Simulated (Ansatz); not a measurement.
C11b WSi2, relaxed in Ansatz (plane waves) with several semilocal functionals. Each gives its own volume and its own bulk modulus:

```
level          V0 (Å³/atom)  bulk modulus (GPa)   ln V0   ln B0
-------------  ------------  ------------------  ------  ------
PBEsol-D3(BJ)        12.983                 248  2.5636  5.5134
LDA                  13.143                 238  2.5759  5.4723
r²SCAN+rVV10         13.351                 236  2.5916  5.4638
PBEsol               13.360                 231  2.5923  5.4424
r²SCAN               13.415                 232  2.5964  5.4467
BLYP                 14.295                 182  2.6599  5.2040
```

Q: Fit a straight line to ln B0 against ln V0. What does it predict for revPBE, whose volume is 13.797 Å³/atom?

A: With x = ln V0 and y = ln B0: means 2.59662 and 5.42377; Σ(Δx Δy) = -0.0182, Σ(Δx²) = 0.00557, so the slope is -3.26. At x = 2.6245 the line gives y = 5.42377 + (-3.26) × (2.6245 − 2.59662) = 5.3329, or 207 GPa. The run with revPBE gives 212 GPa, +2.4 % from the line. The rows used scatter about it by up to 2.4 %, while the largest value lies 36 % above the smallest.

Ansatz's density-functional and Hartree–Fock values are scalar-relativistic unless marked +SOC, with PAW data made under PBE.

Ansatz is an electronic-structure program.
